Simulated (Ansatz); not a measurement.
Fluorite PtAl2 was calculated with PBEsol in Ansatz (PAW).

Numerical settings: plane-wave cutoff 520 eV, 16×16×16 k mesh, Fermi–Dirac smearing 0.05 eV, scalar-relativistic PAW data made under PBE.

Equation-of-state points:

```tsv
V (Å³/atom)	E − E_lowest (meV/atom)	P (GPa)
16.058	29.78	9.84
16.400	12.75	6.20
16.742	3.07	2.93
17.083	0.00	0.00
17.425	2.85	-2.63
17.767	11.02	-4.99
18.108	23.95	-7.10
```

Question: Estimate the bulk modulus from the pressures at 16.742 and 17.425 Å³/atom, and compare it with a fit to all energies.

Answer: B = −V dP/dV. Between V = 16.742 and 17.425 Å³/atom, dP/dV = (-2.63 − (2.93))/(17.425 − 16.742) = -8.14 GPa per Å³/atom; at the midpoint 17.084 Å³/atom this gives B ≈ 139 GPa. The third-order Birch–Murnaghan fit gives V0 = 17.084 Å³/atom, B0 = 139 GPa, B′ = 4.4, which lies within 1 % of that estimate.

Spin–orbit coupling is not included.

The computed numbers hold no vibrational or temperature effects.

Ansatz is a first-principles code.
